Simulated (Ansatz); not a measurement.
System: O vacancy in corundum (neutral cell). The step: a nearby O atom hops onto the vacant site; the atom moves 2.51 Å along (-0.60, -0.30, 0.00) of the unit cell; the moving atom starts with neighbours Al at 1.88, Al at 1.90, 2 Al at 1.98 Å and ends with Al at 1.88, Al at 1.90, 2 Al at 1.98 Å. A PBE band in Ansatz (plane-wave PAW, the Γ point alone, 120 host sites, 27 SCF runs with any check of the saddle's order, static, no finite-size correction) gives a forward barrier of 3.34 eV. The saddle point's order was not checked, and it lies on a symmetry element of the cell, where a band can be held. The charge state is imposed; whether it is stable for some Fermi level was not computed. Forms of the defect that were not tried may lie lower.

Single points at the band's start and saddle point can refine it. Rough cost of one point, in units of the band's mean SCF on the same machine:

| Level | Cost of one point |
|---|---|
| PBE, a 2×2×2 k-point mesh shifted by half a step along c | about 8 |
| r2SCAN at 500 eV, the Γ point alone | about 3 |

### Question
Which of these move the barrier by more than 0.1 eV, and how far does each move it?

### Answer
PBE, a 2×2×2 k-point mesh shifted by half a step along c: +0.27 eV; r2SCAN at 500 eV, the Γ point alone: +0.33 eV. Each functional is compared with PBE at the same k-points.

Ansatz is a first-principles code.
